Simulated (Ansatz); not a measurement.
By PBEsol, the system below comes out a metal.

The ballistic (Sharvin) conductance counts the channels at the Fermi level: G/A = (e²/h) × channels of both spins per area.

Input:

```
CELL_PARAMETERS angstrom
      3.17671     0.00000     0.00000
      0.00000     6.37147     0.00000
      0.00000     3.18574     3.18574
ATOMIC_POSITIONS crystal
  Ir 0.50000 0.50000 0.00000
  Ir 0.00000 0.00000 0.00000
  O  0.00000 0.30866 0.38268
  O  0.00000 0.69134 0.61732
  O  0.50000 0.19134 0.00000
  O  0.50000 0.80866 0.00000
```

The cell is taken as given; by PBEsol it stands under a pressure of -6.5 GPa.

The current flows along the normal of the first two printed cell vectors, the (110) plane of the conventional cell. No spin-orbit coupling; the value is a mean over 0.1 eV about the Fermi level.

Question: Estimate the ballistic conductance per area that PBEsol (Ansatz, a program for electronic structure) returns for this system.

Answer: 0.64 × 10¹⁵ S/m² for both spins.
